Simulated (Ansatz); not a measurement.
Base system: AlFe in the CsCl type structure (space group Pm-3m, No. 221; a = 2.875 Å; ferromagnetic).

Computed with DFT with PBE, PAW potentials and a 420 eV plane-wave cutoff in Ansatz (a quantum-chemistry and plane-wave program), no spin-orbit coupling.

Base values:

* **Lattice parameter a**: 2.875 Å
* **Magnetic state**: ferromagnetic

Now apply this change: a negative pressure, −2 GPa.

**Question.** What does the calculation give for the lattice parameter a after the change?

**Answer.** The lattice parameter a grows by 0.011 Å (2.875 Å → 2.886 Å).

**Question.** How does this affect the magnetic state?

**Answer.** The magnetic state is still ferromagnetic.

Other magnetic orders, which the real material may have, were not ruled out. Load acts through the strain it causes; cell and atoms are relaxed under it. Stability against distortions was not tested.
